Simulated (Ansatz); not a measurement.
## A constructed model of the (111)B surface of zinc-blende GaP, P-terminated, 2x2 Al adatom at T4 (bottom of the slab: 3 H on 4 bottom sites)

All values below come from PBE (plane waves to 420 eV, PAW; Ansatz, a first-principles code).

Set-up: 36 atoms, 13.7 Å thick at the start with caps and adatoms (thin: gaps and levels are the slab's own); mesh 3x3x1; 0.025 eV smearing; dipole correction on; 8 atoms held, the rest relaxed; symmetry of the start imposed; no spin, no spin-orbit, no U. It is one candidate, not shown to be the stable structure of the face.

```json
{
  "gap_of_the_slab_on_its_k_mesh": "0.77 eV",
  "highest_filled_level_below_the_top_vacuum_level": "4.71 eV",
  "energy_released_by_relaxation": "1.97 eV",
  "cost": "about 16 core-minutes (a rough figure)"
}
```
